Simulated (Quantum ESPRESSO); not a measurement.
Parameter sweep on VCrB2 (Amm2, 4 atoms in the cell)

```
CELL_PARAMETERS angstrom
      2.92809     0.00000     0.00000
      0.00000     1.48649     3.94873
      0.00000    -1.48649     3.94873
ATOMIC_POSITIONS crystal
  V  0.50000 0.14781 0.14781
  Cr 0.00000 0.85370 0.85370
  B  0.00000 0.56275 0.56275
  B  0.50000 0.43574 0.43574
```

Base run A: LDA (PZ), GBRV 1.5 ultrasoft (LDA) pseudopotentials run with Quantum ESPRESSO, self-consistent single point.

Its settings: ecutwfc = 50 Ry; ecutrho = 400 Ry; occupations = smearing; smearing = fermi-dirac; degauss = 0.0073499 Ry; potentials = {V: v_lda_v1.4.uspp.F.UPF, Cr: cr_lda_v1.5.uspp.F.UPF, B: b_lda_v1.4.uspp.F.UPF}; K_POINTS = automatic 8 8 8 0 0 0; conv_thr = 1e-10 Ry; mixing_beta = 0.7.

The starting cell comes from a database of computed structures (which also holds hypothetical and non-ambient phases and stackings), without a prior relaxation at this level. Spin polarisation is off. In the base run, with a pressure of about -10 GPa the cell is away from its equilibrium volume at this level.

ΔF is the free energy per atom less that of run A. 

```csv
run,mixing_ndim,ΔF (meV/atom),pressure (GPa),largest force (eV/Å),iterations
A,default,0.00,-10.23,0.117,18
B,2,0.00,-10.24,0.117,21
C,4,0.00,-10.23,0.117,18
D,6,0.00,-10.24,0.117,17
E,12,0.00,-10.24,0.117,17
F,16,0.00,-10.24,0.117,17
G,20,0.00,-10.24,0.117,17
```

Runs B, C, D, E, F, G ended on the same solution as A (within 1 meV/atom). The fewest iterations to that state were 17 (D, E, F, G); the most were 21.
